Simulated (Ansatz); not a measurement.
Start from GaN in the wurtzite structure (space group P6_3mc, No. 186; a = 3.1831 Å, c = 5.1836 Å). Axes: x lies along a and z along c of the hexagonal cell.

Computed with DFT with r2SCAN, PAW potentials and a 500 eV plane-wave cutoff in Ansatz (a program for electronic structure), without spin-orbit coupling.

The change: the cell is stretched by 5.01 % along y with no lateral relaxation, atoms relaxed at fixed cell.

### Question
Predict the stress tensor and what it implies for the stiffness.

### Answer
Stress of the strained cell less that of the base (GPa, compression positive):
```
  -5.24    0.00    0.00
   0.00  -16.62    0.00
   0.00    0.00   -4.18
```

Then −Δσ_ii/ε with ε = 0.0501 gives secant stiffness values (nonlinear terms included at this strain): C22 ≈ 332 GPa, C12 ≈ 105 GPa and C23 ≈ 83 GPa.

As a check, the harmonic strain energy −½ V₀ Δσ:ε is 30 meV/atom; the computed energy rise is 31 meV/atom.

Whether these cells are dynamically stable was not tested.
